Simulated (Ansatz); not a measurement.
The reference is BeTe in the zinc blende structure (space group F-43m, No. 216; a = 5.657 Å). Axes: x, y, z lie along the cube axes.

Method: Ansatz (an electronic-structure program), r2SCAN, PAW, cutoff 500 eV, without spin-orbit coupling.

Strains are applied to the cell and any free atomic positions relax; under biaxial strain the out-of-plane vector relaxes too.

One change was made to it. Results:

```csv
quantity,base,after
"pressure (mean of the normal stresses, compression positive)",0.01 GPa,1.72 GPa
"valence-band top at Γ (three highest levels, from the VBM)","0.00, 0.00, 0.00 eV","0.00, 0.00, -0.21 eV"
"valley order (the lowest conduction-band minima on the path, energy above the VBM, named in the base's zone)",X along ⟨100⟩ 2.37 eV; L along ⟨111⟩ 3.51 eV,X along [100] 2.22 eV; L along [1-11] 3.45 eV
shortest interatomic distance,2.449 Å,2.421 Å
```

**Question.** Which change produced these results?
A) biaxial strain −1.67 %, plane normal [111], relaxed out of plane
B) biaxial strain −1.25 %, plane normal [111], relaxed out of plane
C) biaxial strain −0.42 %, plane normal [111], relaxed out of plane
D) biaxial strain −2.50 %, plane normal [111], relaxed out of plane
E) biaxial strain −0.83 %, plane normal [111], relaxed out of plane

**Answer.** A, biaxial strain −1.67 %, plane normal [111], relaxed out of plane. For comparison, the valley order in the other runs: biaxial strain −0.42 %, plane normal [111], relaxed out of plane gives X along [100] 2.34 eV; L along [1-11] 3.50 eV; L along [111] 3.57 eV; biaxial strain −2.50 %, plane normal [111], relaxed out of plane gives X along [100] 2.12 eV; L along [1-11] 3.41 eV; Γ 3.55 eV; biaxial strain −0.83 %, plane normal [111], relaxed out of plane gives X along [100] 2.31 eV; L along [1-11] 3.48 eV; L along [111] 3.62 eV; biaxial strain −1.25 %, plane normal [111], relaxed out of plane gives X along [100] 2.27 eV; L along [1-11] 3.47 eV; L along [111] 3.67 eV.

With Te present, leaving out spin-orbit coupling can change the band edges. The levels and masses belong to the bands next to the band gap. Stability against distortions was not tested.
